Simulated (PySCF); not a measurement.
PySCF 2.14.0, PBE/def2-svp, df: Ga(F)2(SMe) (C[S][Ga]([F])[F]), 8 atoms. The geometry is a generated start, not checked to be a minimum at this level.

```json
{
 "task": "energy",
 "method": "pbe",
 "basis": "def2-svp",
 "two_electron_scheme": "density fitting",
 "mol.max_memory": "3000 MB",
 "mf.max_cycle": "100",
 "mf.init_guess": "minao (default)",
 "mf.DIIS": "CDIIS (default)",
 "mf.diis_space": "8 (default)",
 "mf.conv_tol": "1e-09 (default)",
 "mf.grids.level": "3 (default)",
 "basis_functions": "107",
 "grid_points": "111856"
}
```

```xyz
8

Ga     0.8238     1.2936     0.7257
F      1.8013     2.7022     1.1092
F     -0.3508     0.8842     1.9880
S      0.8944    -0.0292    -1.0722
C     -0.5861    -1.0563    -0.7281
H     -0.7411    -1.1626     0.3431
H     -0.3867    -2.0274    -1.1688
H     -1.4549    -0.6045    -1.1968
```

One run each on 2 threads, 1 BLAS thread. Values of level_shift (Hartree) tried: 0 (default), 0.1, 0.3, 1.

Which value of level_shift (Hartree) needs the fewest Fock builds, and what happens away from it?

Fewest Fock builds, within one of each other: 0 (default) with 14, 0.1 with 13. The count rises to 45 at 1. All converge to one solution.

```csv
level_shift (Hartree),Fock builds,end
0 (default),14,same solution
0.1,13,same solution
0.3,17,same solution
1,45,same solution
```
